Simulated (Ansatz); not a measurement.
# Pressure series in PbS

Consider PbS in the rock salt structure (space group Fm-3m, No. 225; a = 5.9028 Å).

Cell and atoms are relaxed at each pressure.

Computed with PBEsol (Ansatz, an electronic-structure program, PAW, spin-orbit coupling left out), earlier PAW set.

```
case              band gap  width of the top valence band  lattice parameter a
----------------  --------  -----------------------------  -------------------
base               0.20 eV                        3.57 eV              5.903 Å
pressure −2 GPa    0.33 eV                        3.30 eV              5.975 Å
pressure −1 GPa    0.27 eV                        3.44 eV              5.938 Å
pressure 0.3 GPa       [?]                            [?]                  [?]
pressure 0.7 GPa   0.16 eV                        3.67 eV              5.880 Å
pressure 1.5 GPa   0.11 eV                        3.77 eV              5.856 Å
pressure 3 GPa        zero                              –              5.813 Å
```

Task: Fill in the withheld entries from the trend.

Result: 
- pressure 0.3 GPa, band gap: 0.18 eV
- pressure 0.3 GPa, width of the top valence band: 3.61 eV
- pressure 0.3 GPa, lattice parameter a: 5.893 Å

With Pb present, leaving out spin-orbit coupling can change the band edges. Load acts through the strain it causes; cell and atoms are relaxed under it. Stability against distortions was not tested. All final runs are without spin polarisation. Gaps under 0.05 eV, about the width of the smearing, are given as zero. A zero or small gap of PbS can be the functional's error rather than a property of the material.
